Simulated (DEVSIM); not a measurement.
System: Si n-i-p diode, at 300 K.

| layer (left to right) | material | thickness (μm) | Nd (cm⁻³) | Na (cm⁻³) | τn (s) | τp (s) |
|---|---|---|---|---|---|---|
| 1 | Si | 0.110 | 1.1e19 | - | 9.6e-6 | 9.6e-6 |
| 2 | Si | 0.590 | - | 3.1e11 | 9.6e-6 | 9.6e-6 |
| 3 | Si | 0.360 | - | 9e18 | 9.6e-6 | 9.6e-6 |

Left contact: ohmic. Right contact: ohmic. Voltage is applied to the left contact. Recombination: SRH at mid-gap, radiative. Gap narrowing is on: ΔEg = 6.92 meV × (l + √(l² + 0.5)), l = ln(N/1.3e17 cm⁻³), shared equally by both band edges. Mobility is μmin + (μ − μmin)/(1 + (N/Nref)^α).

This is a model device: material constants are rounded textbook-type values typed into the input, and sizes, dopings and lifetimes were drawn at random. Values at 300 K.

| parameter | Si |
|---|---|
| gap (eV) | 1.124 |
| affinity (eV) | 4.05 |
| permittivity | 11.7 |
| Nc (cm⁻³) | 2.86e19 |
| Nv (cm⁻³) | 3.1e19 |
| μn (cm²/Vs) | 1417 |
| μp (cm²/Vs) | 470 |
| μn,min | 52 |
| μp,min | 45 |
| Nref,n | 9.7e16 |
| Nref,p | 2.2e17 |
| αn | 0.68 |
| αp | 0.72 |
| B (cm³/s) | 4.7e-15 |

Model (solved in DEVSIM): 1D drift-diffusion, Boltzmann statistics, complete ionisation; no tunnelling, impact ionisation, image-force lowering or self-heating.

Task: Tabulate band edges, carrier densities and field at -0.9 V on the left contact.

Result: Energies count from the Fermi level of the right contact; mesh points crowd at the junctions.

```
x (μm)   Ec (eV)  Ev (eV)  n (cm⁻³)  p (cm⁻³)  field (V/cm)
-------  -------  -------  --------  --------  ------------
0.000      0.925   -0.137    1.1e19       120           -35
0.01627    0.925   -0.138    1.1e19    1.7e16           -35
0.03855    0.925   -0.138    1.1e19    4.0e16           -35
0.06552    0.924   -0.138    1.1e19    6.7e16           -34
0.09627    0.924   -0.138    1.1e19    9.8e16           -32
0.1110     0.978   -0.146    1.4e18    8.2e16         81000
0.1298     1.014   -0.110    3.5e17    3.3e17          1600
0.1774     1.014   -0.110    3.4e17    3.4e17           -69
0.2419     1.014   -0.110    3.5e17    3.5e17           -69
0.3507     1.013   -0.111    3.5e17    3.5e17           -68
0.4969     1.012   -0.112    3.6e17    3.6e17           -66
0.6136     1.011   -0.113    3.7e17    3.7e17           -65
0.6595     1.011   -0.113    3.7e17    3.7e17           -46
0.6867     1.013   -0.111    3.4e17    4.1e17          5300
0.7091     1.034   -0.031    1.5e17    9.1e18            73
0.7327     1.034   -0.031    1.4e17    9.1e18           -39
0.7713     1.034   -0.031    1.2e17    9.1e18           -39
0.8345     1.034   -0.031    9.4e16    9.1e18           -39
0.9468     1.033   -0.032    4.8e16    9.0e18           -40
1.002      1.033   -0.032    2.5e16    9.0e18           -40
1.035      1.033   -0.032    1.0e16    9.0e18           -40
1.060      1.033   -0.032       130    9.0e18           -40
```
